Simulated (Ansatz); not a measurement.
A calculation on GeSb4Te7 (P-3m1, No. 164, 12 atoms in the cell; start mp-29641) returned lattice constant a 4.274 Å, lattice parameter c 24.222 Å, equilibrium volume per atom 31.94 Å³/atom, formation enthalpy -0.114 eV/atom.

Which level of theory produced these numbers?
A) PBE (Ansatz (an electronic-structure program))
B) r²SCAN-D4 (Ansatz)
C) LDA (Ansatz)
D) PBE-D3(BJ) (Ansatz)

B, r²SCAN-D4 (Ansatz)

The others give: PBE-D3(BJ) 4.258 Å, 23.326 Å, 30.53 Å³/atom, -0.123 eV/atom; PBE 4.320 Å, 24.563 Å, 33.09 Å³/atom, -0.122 eV/atom; LDA 4.230 Å, 23.073 Å, 29.79 Å³/atom, -0.113 eV/atom.

Unless a cell is named, each level is at its own relaxed cell (LDA 29.79, PBE 33.09, PBE-D3(BJ) 30.53, r²SCAN-D4 31.94 Å³/atom).

Caveats: a distance lies near a switch of the dispersion term, which can move the cell (PBE-D3(BJ)); the relaxation could not lower the start's symmetry, so the cell can be a saddle point above a distorted one (PBE-D3(BJ), PBE, LDA, r²SCAN-D4). Ansatz's density-functional and Hartree–Fock values are scalar-relativistic unless marked +SOC, with PAW data made under PBE.

A start named mp-… is a Materials Project structure, which need not be a measured phase.
